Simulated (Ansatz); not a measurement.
Amorphous In$_{9}$Ga$_{9}$Zn$_{9}$O$_{37}$Na$_{2}$, 66 atoms at 5.73 g/cm³, one PBE-relaxed geometry, zone centre. Methods: PBE, scalar-relativistic without spin-orbit coupling (Ansatz, a program for electronic structure); r2SCAN, scalar-relativistic without spin-orbit coupling (Ansatz); HSE06, scalar-relativistic without spin-orbit coupling (Ansatz). Plane waves to 420 eV (r2SCAN 500 eV); exact exchange is cut at the cell's faces. At PBE the levels at the filled edge of the gap are localised (band-tail or defect states). All rungs ran without spin polarisation.

Preparation: random packing, a CHGNet melt and quench, and a DFT relaxation. O atoms were pushed apart under 1.9 Å during the dynamics, to hinder bonds among them. The hot cell started wider than the set density and was brought back towards it in steps. It is the lowest in DFT energy of 2 quenches. It is a model cell: composition and starting density were chosen by hand, and all elements were melted together. No dispersion term was used. Its density started from a set value of 5.73 and ended at 5.73 g/cm³. The quench (nominally 210 K/ps over its main leg) was far faster than any real one, so the model tends to hold more defects than a real film. A cell of this size samples the disorder only roughly. The volume was held where the preparation left it and the shape relaxed, at a PBE pressure of 1.8 GPa. Stress components on the final sampling reach 2.1 GPa.

The relaxation ran on the zone centre alone. At PBE the level gap is 0.83 eV on a 2×2×2 Γ-centred mesh, and the spacing at the zone centre alone 0.80 eV.

Question: What zone-centre spacing does r2SCAN give, roughly?

Answer: 1.27 eV (+0.48 eV against PBE).

Question: What zone-centre spacing does HSE06 give, roughly?

Answer: 2.38 eV (+1.58 eV against PBE).

The highest filled and the lowest empty state spread over these numbers of atoms (participation numbers): PBE: 7.6 and 61.4; r2SCAN: 8.0 and 60.6; HSE06: 6.9 and 60.3.
